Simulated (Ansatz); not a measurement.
Reference: Na$_{2}$PtH$_{6}$ (Fm-3m), PBEsol, rigid bands (plane waves, PAW, scalar-relativistic; Ansatz, an electronic-structure program); geometry: cell and atoms relaxed with PBEsol.

Space group Fm-3m (No. 225); a = 7.247 Å, b = 7.247 Å, c = 7.247 Å, α = 90.00°, β = 90.00°, γ = 90.00°

```json
[
 {"atom": "Na", "site": "8c", "symmetry": "-43m", "x": "0.2500", "y": "0.2500", "z": "0.2500"},
 {"atom": "H", "site": "24e", "symmetry": "4m.m", "x": "0.0000", "y": "0.0000", "z": "0.2268"},
 {"atom": "Pt", "site": "4a", "symmetry": "m-3m", "x": "0.0000", "y": "0.0000", "z": "0.0000"}
]
```
(The calculation used a cell of 9 atoms; values per cell refer to that cell.)

The band gap comes out as 3.36 eV and the electron conductivity mass is 0.42 mₑ. The Seebeck coefficient, n-type 1e19 cm⁻³ is -280 μV/K.

Q: Swap Na for K, keeping the structure type. How do these values move?

A: K2PtH6 (Fm-3m): volume per atom 10.6 to 14.6 Å³; band gap rises (3.36 eV to 3.85 eV); electron conductivity mass rises (0.42 mₑ to 0.58 mₑ); Seebeck coefficient, n-type 1e19 cm⁻³ rises in size (-280 μV/K to -319 μV/K).

Moves up to 5 % count as about the same. Masses are for dilute carriers at 300 K, harmonic means over directions unless an axis is named. Seebeck coefficients are for the stated density at 300 K, with one relaxation time for all states and whether or not that doping can be reached. Spin-orbit coupling is left out.

Computed structure with no diffraction record at hand here (it may be known, metastable or hypothetical): K2PtH6 (Fm-3m), Na2PtH6 (Fm-3m). The missing spin-orbit coupling matters most for K2PtH6 (Fm-3m), Na2PtH6 (Fm-3m).
